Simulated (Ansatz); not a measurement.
Abridged Ansatz (a program for electronic structure) output:

```
Relaxation: its limit of steps is 60 (relax.max_steps)
Pseudopotential: Zn, paw, valence charge 12
Pseudopotential: Cu, paw, valence charge 19
Pseudopotential: Sn, paw, valence charge 14
Pseudopotential: Se, paw, valence charge 16
Crystal: 8 atoms, lattice volume = 184.775 Å³
Basis set: ecut = 500 eV, 4733 PW (Γ), exchange–correlation on 216×216×216 points (64 copies of the dense FFT grid, shifted against one another)
Bands: 77, of which v1, the nominal top of the filled ones, is band 64 counted from 1 (63 counted from 0)
Symmetry: 8 space group operations
k-points: 59 of 512 (time reversal used)
Functional: x = r2scan, c = r2scan; τ floored in thin density (d = 2e-4 eV/Å³)
SCF iter   1: F=—  HF=-44544.408675 eV  |F-HF|=—  |Δ(HF+E_count)|=         —  Δρ=6.64e-2  dr2=6.25e0  dr2_τ=1.42e-2  ethr=3.10e-3  ⟨swp⟩=6.0  Hψ=16827  notcnv=0  defer=22
SCF iter   2: F=—  HF=-44543.596602 eV  |F-HF|=—  |Δ(HF+E_count)|=   8.12e-1  Δρ=4.86e-2  dr2=2.35e0  dr2_τ=3.33e-2  ethr=3.10e-3  ⟨swp⟩=2.8  Hψ=9483  notcnv=0  defer=365
SCF 1 converged in 13 iterations: F = -44543.213430 eV  dr2 = 2.24e-8
relax step   1: F+E_penalty+E_count = -44543.21342984 eV  Δ(F+E_penalty+E_count) = +0.000e0 eV  max|allowed force component| = 7.650e-4 eV/Å  Δτ_max = 0.0000 Å  P = +0.001 GPa  Ω = 184.775 Å³  (13 SCF iters, dr2 threshold 1.00e-7 eV, accepted)
[... steps on the carried basis left out ...]
relax step   6: F+E_penalty+E_count = -44543.20390980 eV  Δ(F+E_penalty+E_count) = -1.091e-5 eV  max|allowed force component| = 4.237e-4 eV/Å  Δτ_max = 0.0000 Å  P = -1.000 GPa  Ω = 187.784 Å³  stress off target by 2.46e-3 GPa  SCF on the basis re-selected at this cell (its energy is not comparable with the rows above)  (6 SCF iters)
SCF converged after 6 iterations
Free energy (F): -44543.203910 eV
Internal energy: -44543.202772 eV  (E = F + TS)
E sigma→0 (E₀):  -44543.203341 eV
Entropy (-TS):   -0.001138 eV (-0.142 meV/atom)
Fermi energy:    8.133759 eV
--- Forces (eV/Å), atoms counted from 1 ---
[...]
  atom   3  Cu    -0.00000000    -0.00000000     0.00000000
  atom   4  Sn    -0.00000000     0.00000000    -0.00000000
  atom   5  Se     0.00030985     0.00030985     0.00042366
  atom   6  Se     0.00030985    -0.00030985    -0.00042366
  atom   7  Se    -0.00030985    -0.00030985     0.00042366
  atom   8  Se    -0.00030985     0.00030985    -0.00042366
--- Stress (GPa, compression-positive) ---
       -1.000764       0.000000       0.000000
        0.000000      -1.000764      -0.000000
        0.000000      -0.000000      -0.997535
  P = ⅓ Tr σ = -0.9997 GPa (-9.997 kbar)
--- Relaxed structure (4 steps of the walk, 4 accepted, 2 SCFs on fresh bases) ---
  cell:  # Å, volume = 187.7838 Å³
    - [-2.8602357030639842, 2.8602357030639842, 5.738447174743995]
    - [2.8602357030639842, -2.8602357030639842, 5.738447174743995]
    - [2.8602357030639842, 2.8602357030639842, -5.738447174743995]
  atoms:
    - { symbol: Zn, position: [9.79405223042207e-21, 2.4085993717403098e-20, 1.429194148698102e-20] }
    - { symbol: Cu, position: [0.75, 0.24999999999999997, 0.5] }
    - { symbol: Cu, position: [0.24999999999999997, 0.75, 0.5] }
    - { symbol: Sn, position: [0.49999999999999994, 0.49999999999999994, 1.4291941486981144e-20] }
    - { symbol: Se, position: [0.6243679515567406, 0.6243679515567406, 0.5169443204485822] }
    - { symbol: Se, position: [0.37563204844325915, 0.8925763688918413, 0.0] }
    - { symbol: Se, position: [0.10742363110815856, 0.10742363110815856, 0.4830556795514178] }
    - { symbol: Se, position: [0.8925763688918413, 0.37563204844325915, 0.0] }
```

Problem. What was computed, and what are the main results?

Solution. ZnCu2SnSe4, 8 atoms in the cell, with r2SCAN (Ansatz; PAW; 500 eV plane waves; no spin-orbit coupling), earlier PAW set, from a series relaxed to a target (pressure −1 GPa). The last SCF converged to F = -44543.203910 eV, or -5567.9005 eV per atom, at a pressure of -1.00 GPa. The total energy compares only with runs of the same code, potentials and settings.

The mesh was chosen for an insulator and is coarse for the gapless case. Load acts through the strain it causes; cell and atoms are relaxed under it. Stability against distortions was not tested. All final runs are without spin polarisation. The cell was made from ZnCu$_{2}$SnSe$_{4}$ (space group I-42m, No. 121) by this change: pressure −1 GPa.

Keys are those of Ansatz 0.2.
